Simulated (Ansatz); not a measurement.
The starting structures come from a database of crystals and need not be the phases stable at ambient conditions.

Inside the gap of an insulator the Bloch states are evanescent, with a wavenumber k + iκ along the transport direction.

Here is the system:

```
CELL_PARAMETERS angstrom
      5.34944     0.00000     0.00000
      0.00000     5.34944     0.00000
      0.00000     0.00000    12.00230
ATOMIC_POSITIONS crystal
  Te 0.74682 0.74267 0.48816
  Te 0.25733 0.74682 0.73816
  Te 0.25318 0.25733 0.98816
  Te 0.74267 0.25318 0.23816
  Pb 0.24848 0.75585 0.25255
  Pb 0.24415 0.24848 0.50255
  Pb 0.75152 0.24415 0.75255
  Pb 0.75585 0.75152 0.00255
  O  0.60398 0.97832 0.58831
  O  0.02168 0.60398 0.83831
  O  0.39602 0.02168 0.08831
  O  0.97832 0.39602 0.33831
  O  0.47861 0.87850 0.84648
  O  0.12150 0.47861 0.09648
  O  0.52139 0.12150 0.34648
  O  0.87850 0.52139 0.59648
  O  0.88146 0.93518 0.19971
  O  0.06482 0.88146 0.44971
  O  0.11854 0.06482 0.69971
  O  0.93518 0.11854 0.94971
```

Space group of this cell: P4_1. The cell was relaxed by PBE-D3(BJ); by r2SCAN its mean pressure is -2.1 GPa.

Transport runs along the normal of the first two printed cell vectors, the (001) plane of the conventional cell.

The gap is the functional's own. No spin-orbit coupling. Mid-gap values are interpolated on the energy grid.

Q: Estimate the band gap and the smallest decay constant κ at mid-gap that r2SCAN (Ansatz, a quantum-chemistry and plane-wave program) returns for this system.

A: Gap 3.05 eV on a 6×6×4 mesh; κ = 0.368 1/Å, at (0.167, 0.000) of the in-plane reciprocal vectors. At the zone centre, at the nearest computed energy, the slowest state has κ = 0.38 1/Å.
